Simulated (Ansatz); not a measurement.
Here is the system:

```yaml
crystal:
  lattice:
    - [3.13672, 0.00000, 0.00000]
    - [-1.56836, 2.71648, 0.00000]
    - [0.00000, 0.00000, 5.11155]
  atoms:
    - { symbol: Ga, position: [0.66667, 0.33333, 0.00082] }
    - { symbol: Ga, position: [0.33333, 0.66667, 0.50082] }
    - { symbol: N, position: [0.66667, 0.33333, 0.62438] }
    - { symbol: N, position: [0.33333, 0.66667, 0.12438] }
```

No spin polarisation.

Computed with PBEsol (Ansatz, a program for electronic structure, PAW, spin-orbit coupling left out). k-mesh 12×12×7 (Γ-centred); smearing 0.05 eV (Fermi–Dirac).

What is the computed valence-band top at Γ (three highest levels, from the VBM)?

0.00, 0.00, -0.05 eV.

Predict the band gap.

2.16 eV.

Load acts through the strain it causes; cell and atoms are relaxed under it. Stability against distortions was not tested. Tetrahedral semiconductors of this kind turn to denser phases somewhere between about 1 and 50 GPa; those were not computed, so compressed cells here can lie past the real transition. The cell was made from GaN in the wurtzite structure (space group P6_3mc, No. 186) by this change: pressure 9 GPa.
